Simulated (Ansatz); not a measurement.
Ansatz (a first-principles code) run on CaAu2Ge2 (I4/mmm, 5 atoms in the cell): self-consistent single point.

Computed with LDA (PW92), default PAW files made with PBE (plane waves; Ansatz).

```
Ca(GeAu)2
1.0
   -2.19595     2.19595     5.07101
    2.19595    -2.19595     5.07101
    2.19595     2.19595    -5.07101
Ca Au Ge
1 2 2
Cartesian
  0.00000   0.00000   0.00000
  0.00000   2.19595   2.53551
  2.19595   0.00000   2.53551
  0.00000   0.00000   3.84383
  0.00000   0.00000   6.29820
```

Reference input (self-consistent single point, DFT, LDA (PW92), plane waves, default PAW files made with PBE): basis.ecutwfc = 30.9 Ry; kpoints.mp_grid.grid = 11 11 11; kpoints.mp_grid.shift = 0.5 0.5 0.5; hamiltonian.xc = lda; hamiltonian.pseudopotentials = {kind: paw} (the program's default PAW files); scf.occupations.method = cold; scf.occupations.width = 0.0037 Ry. This run's input differs from it in these lines:

Ansatz 0.2 input:
```diff
@@ -12,3 +12,3 @@
 basis:
-  ecutwfc: 30.9 Ry
+  ecutwfc: 54.0 Ry
 kpoints:
```

Log, with long lists cut:

```
SCF iter   1: F=—  HF=-35936.435555 eV  |F-HF|=—  |Δ(HF+E_count)|=         —  Δρ=5.75e-3  dr2=1.56e-2  ethr=1.77e-3  ⟨swp⟩=6.9  Hψ=23111  notcnv=0  defer=31
all-band conjugate gradients solve this SCF's bands
preconditioner: auto → Kerker (q_TF=auto, 2.616 Å⁻¹)
SCF iter   2: F=—  HF=-35936.432952 eV  |F-HF|=—  |Δ(HF+E_count)|=   2.60e-3  S|Δr|=    0.00e0  Δρ=2.93e-3  dr2=4.35e-3  ethr=2.05e-5  ⟨swp⟩=2.0  Hψ=10829  notcnv=0  defer=326
   [... lines left out ...]
SCF iter   6: F=—  HF=-35936.431969 eV  |F-HF|=—  |Δ(HF+E_count)|=   2.44e-5  S|Δr|=    0.00e0  Δρ=2.71e-5  dr2=1.49e-6  ethr=1.52e-8  ⟨swp⟩=2.0  Hψ=9096  notcnv=0  defer=326
SCF iter   7: F=—  HF=-35936.431968 eV  |F-HF|=—  |Δ(HF+E_count)|=   4.64e-7  S|Δr|=    0.00e0  Δρ=1.13e-5  dr2=2.00e-7  ethr=1.97e-9  ⟨swp⟩=2.0  Hψ=9095  notcnv=0  defer=326
SCF iter   8: F=-35936.431968 eV  HF=-35936.431968 eV  |F-HF|=1.14e-8  |Δ(HF+E_count)|=   4.50e-8  S|Δr|=    0.00e0  Δρ=3.79e-6  dr2=2.18e-8  ethr=1.32e-10  ⟨swp⟩=8.8  Hψ=23713  notcnv=0
SCF 1 converged in 8 iterations: F = -35936.431968 eV  dr2 = 2.18e-8
Stability not checked (fill_not_monotonic)
Free energy (F): -35936.431968 eV
Internal energy: -35936.431486 eV  (E = F + TS)
E sigma→0 (E₀):  -35936.431807 eV
Entropy (-TS):   -0.000482 eV (-0.096 meV/atom)
Fermi energy:    13.711815 eV
--- Forces (eV/Å), atoms counted from 1 ---
  atom   1  Ca    -0.00000000     0.00000000    -0.00000000
  atom   2  Au     0.00000000    -0.00000000     0.00000000
  atom   3  Au     0.00000000    -0.00000000     0.00000000
  atom   4  Ge    -0.00000000    -0.00000000     0.37451900
  atom   5  Ge    -0.00000000    -0.00000000    -0.37451900
--- Stress (GPa, compression-positive) ---
        0.448542      -0.000000       0.000000
       -0.000000       0.448542      -0.000000
       -0.000000       0.000000      -0.841313
  P = ⅓ Tr σ = 0.0186 GPa (0.186 kbar)
  The stress holds the Pulay correction. Without it, at fixed plane waves, as pw.x and ABINIT print it: P = 0.0136 GPa
```

The run converged in 8 iterations. Against the reference run the free energy drops by 1.4 meV/atom, the pressure moves little (0.03 to 0.02 GPa) and the largest force stays at 0.375 eV/Å.

The starting cell comes from a database of published, mostly measured structures (it also holds non-ambient and calculated ones), without a prior relaxation at this level. Its lattice was rescaled by a random factor within 2.5 % of one. Ansatz's pressure includes its estimate of the finite-basis (Pulay) stress.

Cost on one core of a shared machine: roughly 80 s.
